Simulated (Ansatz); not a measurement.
Take CdSe in the zinc blende structure (space group F-43m, No. 216) as the base.

```xyz
2
Lattice="0.0000 3.0667 3.0667 3.0667 0.0000 3.0667 3.0667 3.0667 0.0000" Properties=species:S:1:pos:R:3 pbc="T T T"
Se     4.6000     4.6000     4.6000
Cd     0.0000     0.0000     0.0000
```

Cartesian axes are those of the cell as printed.

All numbers come from r2SCAN (Ansatz, a program for electronic structure), no SOC, earlier PAW set.

The change: the cell is scaled by 0.9939 in all directions, atoms relaxed at fixed cell.

Q: Predict the stress tensor and what it implies for the stiffness.

A: Stress of the strained cell less that of the base (GPa, compression positive):
```
   0.99    0.00    0.00
   0.00    0.99    0.00
   0.00    0.00    0.99
```

Then B = −ΔP/(ΔV/V₀) with ΔV/V₀ = -0.0182 gives secant stiffness values (nonlinear terms included at this strain): B ≈ 54 GPa.

Stability against distortions was not tested.
